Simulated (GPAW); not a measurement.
## Input and output of a self-consistent single point for Rh (Fm-3m, 1 atom in the cell) (GPAW)

Method of the run: PBE, GPAW PAW datasets PBE (gpaw-data 1.0.1) (plane waves; GPAW).

Input as run:

```python
from ase import Atoms
from ase.units import GPa
from gpaw import GPAW, PW, FermiDirac

atoms = Atoms(['Rh'],
              cell=[[0.000000, 1.909500, 1.909500],
                    [1.909500, 0.000000, 1.909500],
                    [1.909500, 1.909500, 0.000000]],
              positions=[[0.000000, 0.000000, 0.000000]],
              pbc=True)

calc = GPAW(mode=PW(550),
            xc='PBE',
            kpts=(13, 13, 13),
            occupations=FermiDirac(0.1),
            nbands=-5,
            convergence={'forces': 0.001},
            symmetry={'symmorphic': False, 'tolerance': 0.0005},
            maxiter=100)

atoms.calc = calc

energy = atoms.get_potential_energy()
print('Energy (eV):', round(energy, 6))
forces = atoms.get_forces()
print('Forces (eV/Ang):')
print(forces.round(5))
stress = atoms.get_stress()
print('Stress (GPa, Voigt):', (stress / GPa).round(4))
```

Output (repeated stretches shortened):

```
Input parameters:
  convergence: {forces: 0.001}
  kpts: [13 13 13]
  maxiter: 100
  mode: {ecut: 550.0,
         name: pw}
  nbands: -5
  occupations: {fixmagmom: False,
                name: fermi-dirac,
                width: 0.1}
  symmetry: {symmorphic: False,
             tolerance: 0.0005}
  xc: PBE

species:
  Rh:
    name: Rhodium
    Z: 45.0
    valence: 15
    core: 30
    charge: 0.0
    file: Rh.PBE.gz

    # Using partial waves for Rh as LCAO basis

Reference energy: -130134.647000  # eV

Spin-paired calculation

Convergence criteria:
 Maximum [total energy] change in last 3 cyles: 0.0005 eV / valence electron
 Maximum integral of absolute [dens]ity change: 0.0001 electrons / valence electron
 Maximum integral of absolute [eigenst]ate change: 4e-08 eV^2 / valence electron
 Maximum change in the atomic [forces] across last 2 cycles: 0.001 eV/Ang OR
Maximum error relative to the maximum force is below inf
 Maximum number of scf [iter]ations: 100

Symmetries present (total): 48
Symmetries with fractional translations: 0
2197 k-points: 13 x 13 x 13 Monkhorst-Pack grid
84 k-points in the irreducible part of the Brillouin zone
       k-points in crystal coordinates                weights
   0:     0.00000000    0.00000000    0.00000000          1/2197
   1:     0.07692308    0.07692308    0.00000000          6/2197
   2:     0.07692308    0.07692308    0.07692308          8/2197
   [... 7 lines left out ...]
          ...
  83:     0.46153846    0.46153846    0.46153846          8/2197

Wave functions: Plane wave expansion
  Cutoff energy: 550.000 eV
  Number of coefficients (min, max): 399, 423
  Pulay-stress correction: 0.000000 eV/Ang^3 (de/decut=0.000000)

Occupation numbers: Fermi-Dirac:
  width: 0.1000  # eV

Eigensolver

Densities:
  Coarse grid: 15*15*15 grid
  Fine grid: 30*30*30 grid
  Total Charge: 0.000000

Density mixing:
  Method: separate
  Backend: pulay
  Linear mixing parameter: 0.05
  old densities: 5
  Damping of long wavelength oscillations: 50

Hamiltonian:
  XC and Coulomb potentials evaluated on a 30*30*30 grid
  External potential:
    NoExternalPotential

XC parameters: PBE with 2 nearest neighbor stencil

Number of atoms: 1
Number of atomic orbitals: 12
Number of bands in calculation: 12
Number of valence electrons: 15
Bands to converge: occupied

Density initialized from atomic densities
  12 bands from LCAO basis set

Atomic positions and initial magnetic moments

Positions:
   0 Rh     0.000000    0.000000    0.000000    ( 0.0000,  0.0000,  0.0000)

Unit cell:
           periodic     x           y           z      points  spacing
  1. axis:    yes    0.000000    1.909500    1.909500    15     0.1470
  2. axis:    yes    1.909500    0.000000    1.909500    15     0.1470
  3. axis:    yes    1.909500    1.909500    0.000000    15     0.1470

  Lengths:   2.700441   2.700441   2.700441
  Angles:   60.000000  60.000000  60.000000

Effective grid spacing dv^(1/3) = 0.1604

     iter     time        total  log10-change:
                         energy   eigst   dens  force
iter:   1 --:--:--    -7.894931
iter:   2 --:--:--    -7.783143   -1.71  -1.36
iter:   3 --:--:--    -7.436210   -1.16  -1.39
iter:   4 --:--:--    -7.344872   -2.77  -1.76
iter:   5 --:--:--    -7.340077   -2.05  -2.09
iter:   6 --:--:--    -7.316512   -3.01  -2.14
iter:   7 --:--:--    -7.316193   -4.56  -2.93
iter:   8 --:--:--    -7.316180c  -4.07  -3.07
iter:   9 --:--:--    -7.315921c  -4.91  -3.09
iter:  10 --:--:--    -7.315921c  -6.36  -3.69
iter:  11 --:--:--    -7.315922c  -6.07  -3.69
iter:  12 --:--:--    -7.315928c  -6.15  -4.04c
iter:  13 --:--:--    -7.315932c  -6.94  -4.27c
iter:  14 --:--:--    -7.315924c  -6.58  -4.11c
iter:  15 --:--:--    -7.315924c  -7.47c -4.66c
iter:  16 --:--:--    -7.315922c  -6.91  -4.42c
iter:  17 --:--:--    -7.315923c  -8.61c -4.79c -28.75c

Converged after 17 iterations.

Dipole moment: (-0.000000, 0.000000, 0.000000) |e|*Ang

Energy contributions relative to reference atoms: (reference = -130134.647000)

Kinetic:         -3.586791
Potential:       +1.042966
External:        +0.000000
XC:              -4.688749
Entropy (-ST):   -0.046991
Local:           -0.059852
SIC:             +0.000000
--------------------------
Free energy:     -7.339419
Extrapolated:    -7.315923

Showing only first 2 kpts
 Kpt  Band  Eigenvalues  Occupancy
  0     5      8.59432    2.00000
  0     6      8.59432    2.00000
  0     7     10.62848    1.99988
  0     8     10.62848    1.99988

  1     5      8.75342    2.00000
  1     6      8.75342    2.00000
  1     7     10.41343    1.99999
  1     8     10.70606    1.99973

Fermi level: 11.59793

No gap
No difference between direct/indirect transitions
Energy (eV): -7.315923

Forces in eV/Ang:
  0 Rh    0.00000    0.00000    0.00000

Stress tensor:
    -0.028309    -0.000000     0.000000
    -0.000000    -0.028309    -0.000000
     0.000000    -0.000000    -0.028309
Stress (GPa, Voigt): [-4.5357 -4.5357 -4.5357 -0.      0.     -0.    ]
```

The run converged in 17 iterations. GPAW prints stress with tension positive.

The starting cell has typed, rounded lattice constants, without a prior relaxation at this level. Its lattice was rescaled by up to half a per cent. Spin polarisation is off. With a pressure of about 5 GPa the cell is away from its equilibrium volume at this level.
